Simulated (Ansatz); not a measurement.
The reference is MgB2 (space group P6/mmm, No. 191; relaxed with 0.1 eV smearing).

```
CELL_PARAMETERS angstrom
      3.06402     0.00000     0.00000
     -1.53201     2.65352     0.00000
      0.00000     0.00000     3.49767
ATOMIC_POSITIONS crystal
  Mg 0.00000 0.00000 0.00000
  B  0.66667 0.33333 0.50000
  B  0.33333 0.66667 0.50000
```

Cartesian axes are those of the cell as printed.

All numbers come from Ansatz (an electronic-structure program), PBEsol, PAW, cutoff 420 eV, no spin-orbit coupling.

For the base:

```
Quantity                         Value
-----------------------------  -------
Pressure                       0.0 GPa
Shortest interatomic distance  1.769 Å
```

Modification: the cell is stretched by 3.00 % along z with no lateral relaxation; the atoms relax in the strained cell.

Task: Estimate the effect on the energy relative to the base, pressure and shortest interatomic distance.

Result: The energy grows by 6.9 meV/atom; the pressure (mean of the normal stresses, compression positive) goes from zero to -3.1 GPa; the shortest interatomic distance remains 1.769 Å.

Whether these cells are dynamically stable was not tested. The final runs are not spin-polarised.
